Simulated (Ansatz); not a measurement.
Re under a change: biaxial strain +0.26 %, plane normal [001], relaxed out of plane

Start from Re in the hcp (Mg type) structure (space group P6_3/mmc, No. 194; a = 2.751 Å, c = 4.441 Å). Axes: x lies along a and z along c of the hexagonal cell.

The change: biaxial strain +0.26 %, plane normal [001], relaxed out of plane (Cartesian); in-plane vectors clamped, the third vector and the atoms free.

All numbers come from DFT with PBEsol, PAW potentials and a 420 eV plane-wave cutoff in Ansatz (a program for electronic structure), no SOC. Settings: 19×19×11 k-points, 0.05 eV Fermi–Dirac smearing.

The volume per atom goes up by 0.05 Å³, from 14.55 Å³ to 14.60 Å³ and the space group stays P6_3/mmc (No. 194). The shortest interatomic distance is nearly the same (2.730 Å against 2.729 Å) and the band gap stays zero. The out-of-plane strain comes out as -0.18 % (rough) and the mean in-plane stress (compression positive) is -2.0 GPa (rough).

Cost of the whole job for the changed cell (relaxation, final SCF and bands): around 30 core-seconds (rough).

Without a gap, meshes like the base's 19×19×11 leave anisotropic stresses uncertain by several tenths of a GPa, and small strain energies with them. Stability against distortions was not tested. All final runs are without spin polarisation.
